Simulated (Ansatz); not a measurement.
PdTe (model structure, Cmcm, No. 63, 4 atoms in the cell), treated with LDA (Ansatz, an electronic-structure program, plane waves, PAW).

Settings: plane-wave cutoff 520 eV, 18×18×14 k mesh (along the axes of the cell as run), Fermi–Dirac smearing 0.05 eV, scalar-relativistic PAW data made under PBE.

Cell (relaxed at this level):

```yaml
crystal:
  lattice:
    - [1.88715, -5.16349, 0.00000]
    - [1.88715, 5.16349, 0.00000]
    - [0.00000, 0.00000, 3.99425]
  atoms:
    - { symbol: Te, position: [0.64091, 0.35909, 0.25000] }
    - { symbol: Pd, position: [0.90281, 0.09719, 0.25000] }
    - { symbol: Te, position: [0.35909, 0.64091, 0.75000] }
    - { symbol: Pd, position: [0.09719, 0.90281, 0.75000] }
```

Task: Estimate the bulk modulus B0 that the calculation returns.

Result: 
- bulk modulus B0: 129 GPa

The run finds no gap.

Note: the bulk modulus is −V dP/dV from two relaxed cells at ±2 % in volume; the relaxation could raise the start's symmetry but not lower it, so the cell can be a saddle point.

Spin–orbit coupling is not included; it can open a gap where bands touch, and shift volumes and moduli.

Static lattice: no zero-point or thermal effects.

A model structure was made by putting elements into a prototype or built by hand; it is no filed structure, need not be a known phase, and can be a saddle point held by its symmetry.
